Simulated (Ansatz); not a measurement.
An Ansatz (an electronic-structure program) input (plane-wave PAW DFT at the LDA level (Ansatz, 420 eV), spin-orbit coupling left out):

Ansatz 0.2 input:
```yaml
crystal:
  lattice:
    - [3.6679925202, 0, 0]
    - [1.8339962601, 3.1765747034, 0]
    - [1.8339962601, -1.0588582345, 2.9033663369]
  atoms:
    - { symbol: Be, position: [0, 0, 0] }
    - { symbol: Se, position: [0.5, 0.25, 0.75] }
basis: { ecutwfc: 420, ecutrho_ratio: 4, xc_grid: 2, fft_grid_basis: typed }
kpoints: { mp_grid: { grid: [11, 11, 11] } }
hamiltonian:
  xc: lda
  dispersion: none
  pseudopotentials: { kind: paw }
scf: { occupations: { method: fermi_dirac, width: 0.05 } }
relax: { f_tol: 0.005, max_steps: 50, cell: { stress_tol: 0.01, fix: [a, b, gamma] } }
output: { forces: true, stress: true }
checkpoint: { write: state.ck, write_every: 1000 }
```

Q: Which symmetry and how many k-points will the program report, and about how many plane waves at Γ?

A: Space group R3m (ITA 160) with 6 operations, k-points 146 of 1331, and 657 plane waves at Γ.

Q: And the final pressure?

A: -2.55 GPa (compression positive).

The cells carry an imposed strain or load. Stability against distortions was not tested. The cell was made from BeSe in the zinc blende structure (space group F-43m, No. 216) by this change: biaxial strain +2.08 %, plane normal [111], relaxed out of plane.
